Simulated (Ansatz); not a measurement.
Ansatz (an electronic-structure program) run on Li2Pd (P6/mmm, 3 atoms in the cell): relaxation of cell and atoms.

Level of theory: PBEsol, PAW files made with PBE (plane waves; Ansatz).

```
Li2Pd
1.0
    4.20512     0.00000     0.00000
   -2.10256     3.64174     0.00000
    0.00000     0.00000     2.67986
Li Pd
2 1
Cartesian
  0.00000   2.42783   1.33993
  2.10256   1.21391   1.33993
  0.00000   0.00000   0.00000
```

Reference input (self-consistent single point, DFT, PBEsol, plane waves, PAW files made with PBE): kpoints.mp_grid.grid = 9 9 12; hamiltonian.xc = pbesol; hamiltonian.pseudopotentials = {kind: paw} (the program's default PAW files); scf.occupations.method = fermi_dirac; scf.occupations.width = 0.1 eV. This run's input differs from it in these lines:

```diff
@@ -17,2 +17,4 @@
   occupations: { method: fermi_dirac, width: 0.1 eV }
+relax:
+  cell: {}
 output:
```

The program printed (abridged):

```
   [... SCF lines of the steps left out ...]
relax step   1: F+E_penalty+E_count = -7313.70192812 eV  Δ(F+E_penalty+E_count) = +0.000e0 eV  max|allowed force component| = 1.619e-17 eV/Å  Δτ_max = 0.0000 Å  P = -0.421 GPa  Ω = 41.039 Å³  (9 SCF iters, dr2 threshold 1.00e-7 eV, accepted)
relax step   2: F+E_penalty+E_count = -7313.70261069 eV  Δ(F+E_penalty+E_count) = -6.826e-4 eV  max|allowed force component| = 1.850e-17 eV/Å  Δτ_max = 0.0000 Å  P = +0.094 GPa  Ω = 40.739 Å³  energy of the carried Pulay correction = +3.293e-5 eV  [...]
relax step   3: F+E_penalty+E_count = -7313.70262352 eV  Δ(F+E_penalty+E_count) = -1.283e-5 eV  max|allowed force component| = 4.626e-17 eV/Å  Δτ_max = 0.0000 Å  P = +0.011 GPa  Ω = 40.795 Å³  energy of the carried Pulay correction = +2.713e-5 eV  [...]
relax step   4: F+E_penalty+E_count = -7313.70259762 eV  Δ(F+E_penalty+E_count) = +2.590e-5 eV  max|allowed force component| = 4.626e-17 eV/Å  Δτ_max = 0.0000 Å  P = +0.012 GPa  Ω = 40.795 Å³  stress off target by 1.96e-2 GPa  SCF on the basis [...]
basis re-selected at this cell: Δ(F+E_penalty+E_count) = +2.590e-5 eV, ΔP = +0.001 GPa vs the last step
the relaxation is at rest under the 24 symmetry operations that the run kept from its start: a minimum is not shown …
Stability not checked: this state was not tested for a lower state beside it, because too few of the mixer's solves of this state at the end of the SCF gave a …
Free energy (F): -7313.702598 eV
Internal energy: -7313.673043 eV  (E = F + TS)
   [... lines left out ...]
Fermi energy:    8.648484 eV
  cell:  # Å, volume = 40.7953 Å³
   [... lines left out ...]
    - [-2.102148414678373, 3.641027859273312, -1.0204489398626007e-34]
    - [6.483977578881063e-34, 2.9926050364066447e-34, 2.664974560923836]
  atoms:
    - { symbol: Li, position: [0.3333333333333333, 0.6666666666666667, 0.49999999999999994] }
    - { symbol: Li, position: [0.6666666666666667, 0.33333333333333337, 0.49999999999999994] }
    - { symbol: Pd, position: [1.0449279592140142e-34, 3.342030010357241e-35, 4.69130577437918e-35] }
```

The run converged.  The full log also holds: “iter 4 did not close the SCF: its close was put off for the readings that it lacked (scf_convergence_deferred on its scf_iter line)”. The full log also holds: “iter 5 did not close the SCF: its close was put off for the readings that it lacked (scf_convergence_deferred on its scf_iter line)”.

Summary of the result:
Free energy E − TS (on the zero of these files): -7313.7026 eV
Fermi level (on the code's own zero): 8.65 eV
Pressure: 0.01 GPa
Final cell: a = b = 4.204 Å, c = 2.665 Å, α = β = 90.00°, γ = 120.00°
Final volume per atom: 13.60 Å³
Relaxation steps: 4

The starting cell comes from a database of computed structures (which also holds hypothetical and non-ambient phases and stackings), without a prior relaxation at this level. Spin polarisation is off. The relaxation keeps the symmetry of its start, so its end need not be a minimum. Ansatz's pressure includes its estimate of the finite-basis (Pulay) stress.

Keys are those of Ansatz 0.2.
